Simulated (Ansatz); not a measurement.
Hf: uniaxial strain ε_xx = −1.50 %

Start from Hf in the hcp (Mg type) structure (space group P6_3/mmc, No. 194; a = 3.198 Å, c = 5.049 Å; relaxed with 0.1 eV smearing). Axes: x lies along a and z along c of the hexagonal cell.

The change: the cell is compressed by 1.50 % along x with no lateral relaxation, atoms relaxed at fixed cell.

Computed with r2SCAN (Ansatz, an electronic-structure program), scalar-relativistic without spin-orbit coupling. k-mesh 21×21×12 (Γ-centred); smearing 0.1 eV (Fermi–Dirac).

```tsv
quantity	base	changed	shift
volume per atom	22.36 Å³	22.03 Å³	-0.335 Å³
space group	P6_3/mmc (No. 194)	Cmcm (No. 63)	–
shortest interatomic distance	3.128 Å	3.114 Å	-0.014 Å
energy relative to the base (free energy F)	0 meV/atom	+3.0 meV/atom	+3.0 meV/atom
pressure (mean of the normal stresses, compression positive)	0.0 GPa	1.7 GPa	+1.7 GPa
band gap	zero	zero	–
largest internal atomic displacement	–	0.012 Å	–
stress (xx, yy, zz, yz, xz, xy; compression positive)	–	(3.0, 1.2, 1.0, 0.0, 0.0, 0.0) GPa	–
```

Final structure:

```yaml
crystal:
  lattice:
    - [3.15032, 0.00000, 0.00000]
    - [-1.57516, 2.76980, 0.00000]
    - [0.00000, 0.00000, 5.04882]
  atoms:
    - { symbol: Hf, position: [0.66458, 0.32917, 0.75000] }
    - { symbol: Hf, position: [0.33542, 0.67083, 0.25000] }
```

Cost of the whole job for the changed cell (relaxation, final SCF and bands): about 7 core-minutes (a rough figure).

Whether these cells are dynamically stable was not tested. All final runs are without spin polarisation.
